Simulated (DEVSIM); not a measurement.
Device: Si n-i-p diode, at 400 K.

```csv
layer (left to right),material,thickness (μm),Nd (cm⁻³),Na (cm⁻³),τn (s),τp (s)
1,Si,0.360,1e18,-,5.2e-7,5.2e-7
2,Si,12.0,-,4.7e11,5.2e-7,5.2e-7
3,Si,0.250,-,5.1e17,5.2e-7,5.2e-7
```

Left contact: ohmic. Right contact: ohmic. Voltage is applied to the left contact. Recombination: SRH at mid-gap, radiative, Auger. Mobility is μmin + (μ − μmin)/(1 + (N/Nref)^α).

This is a model device: material constants are rounded textbook-type values typed into the input, and sizes, dopings and lifetimes were drawn at random. Values at 300 K; Nc and Nv go as T^1.5, mobilities as T to minus their exponent, the gap by Varshni's rule with the affinity fixed.

| parameter | Si |
|---|---|
| gap (eV) | 1.124 |
| affinity (eV) | 4.05 |
| permittivity | 11.7 |
| Nc (cm⁻³) | 2.86e19 |
| Nv (cm⁻³) | 3.1e19 |
| μn (cm²/Vs) | 1417 |
| μp (cm²/Vs) | 470 |
| μn,min | 52 |
| μp,min | 45 |
| Nref,n | 9.7e16 |
| Nref,p | 2.2e17 |
| αn | 0.68 |
| αp | 0.72 |
| T exponent of μn | 2.3 |
| T exponent of μp | 2.2 |
| B (cm³/s) | 4.7e-15 |
| Cn (cm⁶/s) | 2.8e-31 |
| Cp (cm⁶/s) | 9.9e-32 |
| Varshni α (eV/K) | 0.000473 |
| Varshni β (K) | 636 |

Model (solved in DEVSIM): 1D drift-diffusion, Boltzmann statistics, complete ionisation; no tunnelling, impact ionisation, image-force lowering or self-heating.

The thickness of layer 1 was swept, all else fixed.

```csv
thickness of layer 1 (μm),dark forward voltage at 100 A/cm² (V),dark forward voltage at 1 A/cm² (V)
0.072,0.610,0.407
0.13,0.612,0.412
0.22,0.614,0.415
0.36,0.616,0.417
0.61,0.618,0.418
1.1,0.619,0.419
1.8,0.620,0.419
```

From the first row to the last the dark forward voltage at 100 A/cm² goes from 0.610 to 0.620. From the first row to the last the dark forward voltage at 1 A/cm² goes from 0.407 to 0.419.
